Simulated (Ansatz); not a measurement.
Input and output of a relaxation of the atoms for InHO2 (Pm, 8 atoms in the cell) (Ansatz, a first-principles code).

Method of the run: LDA (PW92), default PAW files made with PBE (plane waves; Ansatz).

The change in words: one atom moved by 0.15 angstrom; relax: default → atoms; relax.f_tol: default → 0.001 eV/Å. Reference geometry:
```
CELL_PARAMETERS angstrom
      3.28201     0.00000     0.00000
      0.00000     4.56757     0.00000
      0.00000     0.00000     5.27562
ATOMIC_POSITIONS crystal
  In 0.00000 0.72794 0.00035
  In 0.50000 0.27206 0.50035
  H  0.00000 0.80110 0.47911
  H  0.50000 0.19890 0.97911
  O  0.00000 0.52282 0.63851
  O  0.50000 0.47718 0.13851
  O  0.00000 0.98158 0.36403
  O  0.50000 0.01842 0.86403
```

Reference input (self-consistent single point, DFT, LDA (PW92), plane waves, default PAW files made with PBE): basis.ecutwfc = 420 eV; kpoints.mp_grid.grid = 8 6 5; hamiltonian.xc = lda; hamiltonian.pseudopotentials = {kind: paw} (the program's default PAW files); scf.occupations.method = fermi_dirac; scf.occupations.width = 0.01 eV. This run's input differs from it in these lines:

```diff
@@ -6,3 +6,3 @@
   atoms:
-    - { symbol: In, position: [0.00000000, 0.72794000, 0.00035000] }
+    - { symbol: In, position: [0.00000000, 0.72794000, 0.02878300] }
     - { symbol: In, position: [0.50000000, 0.27206000, 0.50035000] }
@@ -27,2 +27,4 @@
     width: 0.01
+relax:
+  f_tol: 0.001
 output:
```

The program printed (abridged):

```
   [... SCF lines of the steps left out ...]
relax step   1: F+E_penalty+E_count = -13168.11642588 eV  Δ(F+E_penalty+E_count) = +0.000e0 eV  max|allowed force component| = 2.174e0 eV/Å  Δτ_max = 0.0000 Å  (8 SCF iters, dr2 threshold 1.00e-7 eV, accepted)
relax step   2: F+E_penalty+E_count = -13168.27060111 eV  Δ(F+E_penalty+E_count) = -1.542e-1 eV  max|allowed force component| = 5.217e-1 eV/Å  Δτ_max = 0.0913 Å  (6 SCF iters, dr2 threshold 1.00e-4 eV, accepted)
   [... lines left out ...]
relax step   7: F+E_penalty+E_count = -13168.31493211 eV  Δ(F+E_penalty+E_count) = -1.387e-4 eV  max|allowed force component| = 1.238e-2 eV/Å  Δτ_max = 0.0045 Å  (6 SCF iters, dr2 threshold 4.15e-8 eV, accepted)
relax step   8: F+E_penalty+E_count = -13168.31495781 eV  Δ(F+E_penalty+E_count) = -2.569e-5 eV  max|allowed force component| = 4.590e-4 eV/Å  Δτ_max = 0.0013 Å  (5 SCF iters, dr2 threshold 3.54e-8 eV, accepted)
relax step   9: F+E_penalty+E_count = -13168.31495781 eV  Δ(F+E_penalty+E_count) = -8.895e-10 eV  max|allowed force component| = 4.782e-4 eV/Å  Δτ_max = 0.0000 Å  (3 SCF iters, accepted)
the relaxation is at rest under the 2 symmetry operations that the run kept from its start: a minimum is not shown …
Stability not checked: this state was not tested for a lower state beside it, because too few of the mixer's solves of this state at the end of the SCF gave a …
Free energy (F): -13168.314958 eV
Internal energy: -13168.314958 eV  (E = F + TS)
E sigma→0 (E₀):  -13168.314958 eV
Fermi energy:    8.080683 eV
--- Forces (eV/Å), atoms counted from 1 ---
  atom   1  In     0.00000000     0.00030260     0.00021165
  atom   2  In     0.00000000    -0.00031706    -0.00000675
   [... lines left out ...]
    - { symbol: H, position: [0.5, 0.21242804676558041, 0.9880122803384798] }
    - { symbol: O, position: [0.0, 0.5262185698247593, 0.6367147736205603] }
    - { symbol: O, position: [0.5, 0.4737673140312038, 0.13670984263610192] }
    - { symbol: O, position: [0.0, 0.9792021686749256, 0.3690130531949553] }
    - { symbol: O, position: [0.5, 0.020796127083381577, 0.8690170921597825] }
```

The run converged. 

Summary of the result:
Free energy E − TS (on the zero of these files): -13168.3150 eV
Top of the valence band (on the code's own zero): 7.07 eV
Gap on the k-point mesh: 2.00 eV
Pressure: -4.16 GPa
Relaxation steps: 9

The starting cell comes from a database of computed structures (which also holds hypothetical and non-ambient phases and stackings), without a prior relaxation at this level. Its lattice was rescaled by up to half a per cent. For this run, on top of that: one atom moved by 0.15 angstrom. Ansatz's pressure includes its estimate of the finite-basis (Pulay) stress. Without the estimate this run gives -5.18 GPa.

Cost on one core of a shared machine: roughly 3 min.

Keys are those of Ansatz 0.2.
